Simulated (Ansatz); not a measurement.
A periodic model of amorphous Si16Ge8O48:

```
CELL_PARAMETERS angstrom
     10.31331     0.27617     0.13247
      0.27617     9.90874    -0.50331
      0.13247    -0.50331    10.53773
ATOMIC_POSITIONS crystal
  Si 0.37726 0.67878 0.19045
  Si 0.85424 0.26195 0.35670
  Si 0.13377 0.89977 0.22789
  Si 0.32730 0.64453 0.91295
  Si 0.16796 0.10637 0.63537
  Si 0.28097 0.12670 0.35122
  Si 0.94247 0.75449 0.36600
  Si 0.22300 0.19992 0.90374
  Si 0.34889 0.42417 0.33485
  Si 0.91479 0.45247 0.67731
  Si 0.01042 0.96915 0.97182
  Si 0.18227 0.89309 0.80347
  Si 0.63262 0.97757 0.69890
  Si 0.86766 0.16155 0.62092
  Si 0.60027 0.36227 0.48158
  Si 0.52212 0.16710 0.92339
  Ge 0.66015 0.72837 0.30195
  Ge 0.75999 0.70987 0.58135
  Ge 0.76367 0.51394 0.03853
  Ge 0.55046 0.02700 0.43581
  Ge 0.56726 0.45420 0.79487
  Ge 0.77276 0.18498 0.07510
  Ge 0.06284 0.46058 0.40292
  Ge 0.06003 0.48280 0.94510
  O  0.03088 0.61223 0.33912
  O  0.75732 0.06731 0.67007
  O  0.19172 0.58700 0.96058
  O  0.40525 0.02237 0.35399
  O  0.66520 0.57760 0.16872
  O  0.55510 0.29089 0.84250
  O  0.98744 0.32981 0.30732
  O  0.03595 0.87796 0.34471
  O  0.60582 0.16221 0.05384
  O  0.48630 0.43428 0.40353
  O  0.21338 0.14756 0.49731
  O  0.83660 0.31460 0.69238
  O  0.18296 0.05294 0.25142
  O  0.68452 0.82077 0.70474
  O  0.12722 0.31747 0.97863
  O  0.41152 0.54081 0.80954
  O  0.36564 0.18046 0.96254
  O  0.87772 0.15909 0.46651
  O  0.89772 0.78091 0.51711
  O  0.81636 0.58306 0.67442
  O  0.80506 0.16590 0.23365
  O  0.23129 0.20607 0.74970
  O  0.65912 0.65802 0.45611
  O  0.87899 0.06253 0.97843
  O  0.31967 0.26499 0.29084
  O  0.59152 0.43360 0.62829
  O  0.74330 0.37937 0.41212
  O  0.29094 0.78599 0.84399
  O  0.58422 0.19982 0.46996
  O  0.56082 0.02561 0.83672
  O  0.00304 0.42395 0.54923
  O  0.48695 0.74278 0.27991
  O  0.15573 0.04372 0.91876
  O  0.81409 0.33687 0.02065
  O  0.92844 0.56818 0.03424
  O  0.21505 0.94986 0.66912
  O  0.68072 0.53863 0.89270
  O  0.02271 0.46986 0.78546
  O  0.22840 0.46961 0.43584
  O  0.66620 0.91735 0.35376
  O  0.34630 0.52211 0.21868
  O  0.03266 0.85924 0.84342
  O  0.83042 0.74393 0.26202
  O  0.41287 0.67925 0.03766
  O  0.05043 0.90097 0.09660
  O  0.01239 0.10999 0.66211
  O  0.52061 0.98662 0.59347
  O  0.24572 0.77962 0.21386
```

Methods: PBE, scalar-relativistic without spin-orbit coupling (Ansatz, a quantum-chemistry and plane-wave program); r2SCAN, scalar-relativistic without spin-orbit coupling (Ansatz); HSE06, scalar-relativistic without spin-orbit coupling (Ansatz). Neutral PBE cell, which sets geometry, pressure and energy: sampling: a 2×2×2 Γ-centred mesh; Fermi-Dirac width 0.02 eV; no spin polarisation. Exact exchange is cut at the faces of this 10 Å cell, which leaves hybrid gaps a finite-size error.

Preparation: random packing, a CHGNet melt and quench, and a DFT relaxation. O atoms were pushed apart under 1.9 Å during the dynamics, to hinder bonds among them. The hot cell started wider than the set density and was brought back towards it in steps. It is the lowest in DFT energy of 2 quenches. It is a model cell: composition and starting density were chosen by hand, and all elements were melted together. No dispersion term was used. Its density started from a set value of 2.89 and ended at 2.78 g/cm³. The quench (nominally 390 K/ps over its main leg) was far faster than any real one, so the model tends to hold more defects than a real film. Values belong to this one cell and scatter from quench to quench. Volume and shape were free in the relaxation.

Problem. Give the pressure and the spacing of the highest filled and lowest empty levels.

Solution. 
```yaml
Pressure on a 2×2×2 Γ-centred mesh: 0.05 GPa
Largest force and stress component on that mesh (the relaxation ran on the zone centre alone): 0.03 eV/Å and 0.1 GPa
Level gap on a 2×2×2 Γ-centred mesh (PBE): 3.12 eV
Level gap at the zone centre (PBE): 3.11 eV
Level gap at the zone centre (r2SCAN): 3.74 eV
Level gap at the zone centre (HSE06): 4.96 eV
Distance between the nearest levels spread over more than a fifth of the atoms or a third of the atoms of their main element (six at least) (PBE, zone centre): 3.91 eV
```

Problem. At PBE and the zone centre, how localised are the states just below and above the Fermi level (participation number: the atoms over which a state spreads)?

Solution. The highest filled state is spread over 4.3 atoms' worth, largest on O67, with weights by element (charge in smoothed Voronoi cells) O 0.95, Ge 0.03, Si 0.02. The lowest empty state is spread over 29.9 atoms' worth, largest on Ge19, with weights by element (charge in smoothed Voronoi cells) O 0.61, Ge 0.29, Si 0.10.

At PBE the levels at the filled edge of the gap are localised (band-tail or defect states), and the nearest spread-out levels lie 3.9 eV apart at the zone centre.

Neighbours within Si-Si 2.60 Å, Si-Ge 2.70 Å, Si-O 1.98 Å, Ge-Ge 2.81 Å, Ge-O 2.12 Å, O-O 1.58 Å count as bonded. Two cations that share two anions don't count as bonded, nor two that share one unless they lie closer than Si-Si 2.38 Å, Si-Ge 2.47 Å, Ge-Ge 2.57 Å.

Added carriers, by PBE, scalar-relativistic without spin-orbit coupling (Ansatz) on the zone centre alone. Charged cells keep the cell fixed and stand in a uniform background, with no image correction, at a width of 0.01 eV; where the count is odd the moment is locked at 1 μB, unless the neutral cell bore moments. Each starts from the undistorted neutral geometry alone. PBE's self-interaction favours spread-out carriers, so it can miss traps that a hybrid finds.

Problem. What happens at PBE when the cell takes an extra electron and the atoms relax?

Solution. Relaxation lowers the charged cell by 0.16 eV. The largest moves are O25 0.34 Å, O67 0.26 Å, O55 0.24 Å, O62 0.23 Å. The level that holds the added charge spreads over 22.4 atoms' worth, most on Ge19 (weight 0.11): a carrier spread over the cell. No bond crosses its cut-off with a change of over 0.15 Å. Made neutral again at that geometry, the cell lies +0.26 eV from the neutral start.

Problem. What happens at PBE when the cell takes a hole and the atoms relax?

Solution. Relaxation lowers the charged cell by 0.40 eV. The largest moves are O64 0.47 Å, O25 0.41 Å, O71 0.36 Å, O67 0.36 Å. The level that was emptied spreads over 3.6 atoms' worth, most on O64 (weight 0.40): a localised (trapped) carrier, which neighbours of that atom can share. No bond crosses its cut-off with a change of over 0.15 Å. Made neutral again at that geometry, the cell lies +0.85 eV from the neutral start.
